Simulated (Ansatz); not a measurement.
Candidates (primitive cells; geometry: cell and atoms relaxed with PBEsol):
A. AgI (F-43m), a = b = c = 4.561 Å, α = β = γ = 60.00°
B. KBr (Fm-3m), a = b = c = 4.6313 Å, α = β = γ = 60.00°
C. BaO (Fm-3m), a = 3.882 Å, b = 3.882 Å, c = 3.882 Å, α = 60.00°, β = 60.00°, γ = 60.00°
D. K$_{2}$Te (Fm-3m), a = b = c = 5.721 Å, α = β = γ = 60.00°
E. BaTiO3 (P4mm), a = b = 3.955 Å, c = 4.045 Å, α = β = γ = 90.00°

Question: Order them by electron conductivity mass (lowest first) at the level PBEsol with spin-orbit coupling, rigid bands run with Ansatz (a quantum-chemistry and plane-wave program).

Answer: A (0.159 mₑ), D (0.30 mₑ), B (0.38 mₑ), C (0.50 mₑ), E (0.64 mₑ)

Masses are for dilute carriers at 300 K, harmonic means over directions unless an axis is named.

Formula and space group known from diffraction (Crystallography Open Database), not checked to be the room-temperature form: K2Te (Fm-3m).
